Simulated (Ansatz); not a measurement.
The parent structure is CsPbCl₃ in the cubic perovskite structure (space group Pm-3m, No. 221; a = 5.6735 Å).

All numbers come from DFT with r2SCAN, PAW potentials and a 500 eV plane-wave cutoff in Ansatz (a first-principles code), no spin-orbit coupling.

For the base:

* **Lattice parameter a**: 5.674 Å

Modification: every Cl is replaced by Br; the structure is relaxed again.

Tabulated Pauling electronegativity and covalent radius: Cl 3.16, 1.02 Å; Br 2.96, 1.20 Å.

### Question
Predict the new lattice parameter a.

### Answer
The lattice parameter a increases by 0.264 Å to 5.938 Å.

Stability against distortions was not tested. Many cubic perovskites are stable only at high temperature; tilts and polar distortions were not tested. This is not the structure that CsPbBr3 has at room temperature and ambient pressure. This is not the structure that CsPbCl3 has at room temperature and ambient pressure.
